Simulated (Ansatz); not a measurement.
The starting structures come from a database of crystals and need not be the phases stable at ambient conditions.

 Where the default PAW files enter, the runs use the earlier of Ansatz's two default sets.

```
HfO2
1.0
    5.55640     0.00000     0.00000
    0.00000     6.50500     0.00000
    0.00000     0.00000     3.33360
Hf O
4 8
Direct
  0.24868   0.10787   0.25000
  0.75132   0.89213   0.75000
  0.25132   0.60787   0.75000
  0.74868   0.39213   0.25000
  0.02079   0.34145   0.75000
  0.97921   0.65855   0.25000
  0.47921   0.84145   0.25000
  0.52079   0.15855   0.75000
  0.13950   0.92340   0.75000
  0.86050   0.07660   0.25000
  0.36050   0.42340   0.25000
  0.63950   0.57660   0.75000
```

Space group of this cell: Pnma. The cell is taken as given; by r2SCAN its mean pressure is -3.3 GPa.

Transport runs along the normal of the first two printed cell vectors.

The gap is the functional's own, uncorrected, and κ follows it; spin-orbit coupling is left out. Mid-gap values are interpolated between the computed energies.

### Question
Estimate the band gap and the smallest decay constant κ at mid-gap that r2SCAN run with Ansatz (a program for electronic structure) returns for this system.

### Answer
Gap 3.98 eV on a 6×6×10 mesh; κ = 0.400 1/Å, at the zone centre.
